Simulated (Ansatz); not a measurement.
Base system: Au in the fcc (Cu type) structure (space group Fm-3m, No. 225; a = 4.083 Å; relaxed with 0.1 eV smearing). Axes: x, y, z lie along the cube axes.

Method: Ansatz (a first-principles code), PBEsol, PAW, cutoff 420 eV, scalar-relativistic without spin-orbit coupling.

Perturbation: tensile biaxial strain of 1.67 % in the plane normal to [111], as in epitaxy on a mismatched substrate; the out-of-plane cell vector and the atoms relax.

What happens to the out-of-plane strain?

The out-of-plane strain is -2.21 %.

What does the calculation give for the energy relative to the base after the change?

The energy increases by 4.6 meV/atom.

No phonon test of stability was made.
